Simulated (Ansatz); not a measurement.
The starting structures come from a database of crystals and need not be the phases stable at ambient conditions.

Tunnelling through a barrier is set by its complex band structure: the current falls as exp(−2κd) with the smallest κ.

Consider the following.

```xyz
4
Lattice="4.0039 0.0000 0.0000 0.0000 5.6232 0.0000 0.0000 0.0000 3.8838" Properties=species:S:1:pos:R:3 pbc="T T T"
Zn     0.0000     0.0000     0.0000
Sn     2.0019     2.8116     1.9419
P      2.0019     4.3464     0.0000
P      0.0000     1.2768     1.9419
```

Space group of this cell: Pmm2. The cell is strained (lengths along the current scaled by 0.97, ions clamped); by r2SCAN its mean pressure is 2.7 GPa.

Transport runs along the normal of the first two printed cell vectors.

The gap is the functional's own. No spin-orbit coupling. Mid-gap values are interpolated on the energy grid.

Q: Estimate the band gap and the smallest decay constant κ at mid-gap that Ansatz (an electronic-structure program) with r2SCAN returns for this system.

A: Gap 0.74 eV on a 8×6×8 mesh; κ = 0.074 1/Å, at the zone centre.
